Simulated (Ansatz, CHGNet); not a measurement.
C axis length (Å) of solids drawn from the class of silicides and borides, at two levels: the machine-learned potential CHGNet-r²SCAN (trained on r²SCAN data), and r²SCAN (plane waves, PAW; Ansatz, a first-principles code).

```csv
solid,CHGNet-r²SCAN,r²SCAN,shift (%)
AlB2-type MgB₂,3.523,3.511,-0.34
C11b WSi₂,7.842,7.804,-0.48
AlB2-type ZrB₂,3.553,3.551,-0.06
AlB2-type TiB₂,3.236,3.222,-0.43
C11b MoSi₂,7.838,7.818,-0.26
AlB2-type HfB₂,3.501,3.479,-0.63
```

The shifts run from -0.63 % to -0.06 %, with a median of -0.39 %.

Over all 6 rows r²SCAN is the larger in 0.

Ansatz's runs of these crystals have no spin polarisation. Meta-GGA and hybrid levels favour moments, which can bear on AlB2-type TiB2.

Spin–orbit coupling is left out, also for the solids with elements from indium on (C11b WSi2, AlB2-type HfB2); its size isn't shown.

Ansatz's density-functional and Hartree–Fock values are scalar-relativistic unless marked +SOC, with PAW data made under PBE.
